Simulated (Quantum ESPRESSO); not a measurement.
Quantum ESPRESSO is run on Zr₂As₃S (P4mm, 6 atoms in the cell), and the run fails. The aim is a self-consistent single point with DFT, LDA (PZ), plane waves, GBRV 1.5 ultrasoft (LDA) pseudopotentials.

Cell that was meant: a = 3.8710 Å, b = 3.8710 Å, c = 8.2181 Å, α = 90.00°, β = 90.00°, γ = 90.00°.

Part of the input:

```fortran
 tstress = .true.,
/
&system
 ibrav = 0,
 nat = 7,
 ntyp = 3,
 ecutwfc = 40,
 ecutrho = 320,
[...]
As    0.0000000000    0.5000000000    0.9985600000
As    0.5000000000    0.5000000000    0.3788900000
S     0.0000000000    0.0000000000    0.6251500000
Zr    0.0111400000   -0.0023970000    0.2673750000
K_POINTS automatic
7 7 4  0 0 0
CELL_PARAMETERS angstrom
   3.8710180000     0.0000000000     0.0000000000
   0.0000000000     3.8710180000     0.0000000000
   0.0000000000     0.0000000000     8.2181180000
```

Log, with long lists cut:

```
     Self-consistent Calculation

     iteration #  1     ecut=    40.00 Ry     beta= 0.30

 %%%%%%%%%%%%%%%%%%%%%%%%%%%%%%%%%%%%%%%%%%%%%%%%%%%%%%%%%%%%%%%%%%%%%%%%%%%%%%
     Error in routine cdiaghg (130):
     S matrix not positive definite
 %%%%%%%%%%%%%%%%%%%%%%%%%%%%%%%%%%%%%%%%%%%%%%%%%%%%%%%%%%%%%%%%%%%%%%%%%%%%%%

     stopping ...
```

Task: Read the log: what does the program object to, and what is the fix?

Result: The fault is one atom entered twice; here the program stops on it instead of giving results. To fix it, remove the duplicate atom. The program stopped with an error at about iteration 1.

An input that runs soundly differs in these lines (not the only fix; some lines may just follow from the change or write a value another way):
```diff
- ibrav = 0,
- nat = 7,
+ ibrav = 6,
+ A = 3.8710180000,
+ C = 8.2181180000,
+ nat = 6,
-Zr    0.0111400000   -0.0023970000    0.2673750000
-CELL_PARAMETERS angstrom
-   3.8710180000     0.0000000000     0.0000000000
-   0.0000000000     3.8710180000     0.0000000000
-   0.0000000000     0.0000000000     8.2181180000
```

With that input, the run converged in 17 iterations: free energy E − TS -4660.3215 eV; Fermi level (on the code's own zero) 10.49 eV; pressure -13.23 GPa; largest force (vector length) 0.142 eV/Å (DFT, LDA (PZ), plane waves, GBRV 1.5 ultrasoft (LDA) pseudopotentials).

On the sound input: the starting cell comes from a database of computed structures (which also holds hypothetical and non-ambient phases and stackings), without a prior relaxation at this level. Its lattice was rescaled by a random factor within 2.5 % of one. With a pressure of about -13 GPa the cell is away from its equilibrium volume at this level.
